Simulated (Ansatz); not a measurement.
## What biaxial strain −3.00 %, plane normal [001], relaxed out of plane does to Mg2Ge

The reference is Mg2Ge in the anti-fluorite structure (space group Fm-3m, No. 225; a = 6.364 Å). Axes: x, y, z lie along the cube axes.

The change: biaxial strain −3.00 %, plane normal [001], relaxed out of plane (Cartesian); in-plane vectors clamped, the third vector and the atoms free.

Computed with Kohn–Sham DFT with the PBEsol functional, run in Ansatz (an electronic-structure program) with PAW and 420 eV plane waves, spin-orbit coupling left out. k-mesh 13×13×13 (Γ-centred); smearing 0.05 eV (Fermi–Dirac).

| quantity | base | changed | shift |
|---|---|---|---|
| volume per atom | 21.48 Å³ | 20.47 Å³ | -1.01 Å³ |
| space group | Fm-3m (No. 225) | I4/mmm (No. 139) | – |
| shortest interatomic distance | 2.756 Å | 2.713 Å | -0.043 Å |
| energy relative to the base (free energy F) | 0 meV/atom | +16 meV/atom | +16 meV/atom |
| pressure (mean of the normal stresses, compression positive) | 0.0 GPa | 2.8 GPa | +2.8 GPa |
| band gap | 0.08 eV | zero | – |
| out-of-plane strain (rough) | – | +1.29 % | – |

Without a gap, meshes like the base's 13×13×13 leave anisotropic stresses uncertain by several tenths of a GPa, and small strain energies with them. No phonon test of stability was made. All final runs are without spin polarisation. The zero or small gap of Mg2Ge can change with the level of theory.
